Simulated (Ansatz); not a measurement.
Base system: Mg$_{2}$Ge in the anti-fluorite structure (space group Fm-3m, No. 225; a = 6.421 Å).

Level of theory: PBE/PAW in Ansatz (a first-principles code), no spin-orbit coupling.

Before the change:

| Quantity | Value |
|---|---|
| Volume per atom | 22.06 Å³ |
| Valley order | X along ⟨100⟩ 0.17 eV; L along ⟨111⟩ 0.94 eV; Γ 0.95 eV |
| Hole mass | 0.071, 0.35, 0.35 mₑ (at Γ) |
| Electron mass | 0.55 mₑ along k, 0.19 mₑ across (at X) |

Modification: a hydrostatic pressure of 4.5 GPa.

**Question.** What does the calculation give for the volume per atom after the change?

**Answer.** The volume per atom falls by 1.64 Å³ to 20.42 Å³.

**Question.** Estimate the effect on the valley order.

**Answer.** The valley order (the lowest conduction-band minima on the path, energy above the VBM, named in the base's zone) goes from X along ⟨100⟩ 0.17 eV; L along ⟨111⟩ 0.94 eV; Γ 0.95 eV to X along ⟨100⟩ 0.09 eV; L along ⟨111⟩ 1.27 eV; Γ 1.39 eV.

**Question.** How does this affect the hole mass?

**Answer.** The hole mass (degenerate bands, along [100]) changes from 0.071, 0.35, 0.35 mₑ (at Γ) to 0.096, 0.34, 0.34 mₑ (at Γ).

**Question.** Estimate the effect on the electron mass.

**Answer.** The electron mass changes from 0.55 mₑ along k, 0.19 mₑ across (at X) to 0.55 mₑ along k, 0.18 mₑ across (at X).

The levels and masses belong to the bands next to the band gap. Load acts through the strain it causes; cell and atoms are relaxed under it. Masses are band curvatures over ±0.01 Å⁻¹ around the edge. Along k means along the line from Γ to the band edge. Whether these cells are dynamically stable was not tested.
